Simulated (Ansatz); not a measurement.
Antifluorite Mg2C (high-pressure phase), treated with HSE06 in Ansatz (PAW).

Settings: plane-wave cutoff 520 eV, 8×8×8 k mesh, scalar-relativistic PAW data made under PBE.

Computed at the level's own relaxed cell.

Hill averages of the elastic tensor: K = 99.9 GPa, G = 88.7 GPa. Volume 13.225 Å³/atom, mean atomic mass 20.207 u.

Q: Work out the density, the sound velocities of a polycrystal and the elastic Debye temperature at this level.

A: ρ = 1.66054 × 20.207/13.225 = 2.537 g/cm³. v_l = √[(K + 4G/3)/ρ] = 9.273 km/s and v_t = √(G/ρ) = 5.913 km/s. The mean follows from 3/v_m³ = 1/v_l³ + 2/v_t³: v_m = 6.499 km/s. Θ_D = (ħ/k_B) v_m (6π²/V)^(1/3) = 76.38 K Å s/km × 6.499 × 1.6482 Å⁻¹ = 818 K, counting all atoms of the cell.

Ansatz is an electronic-structure program.
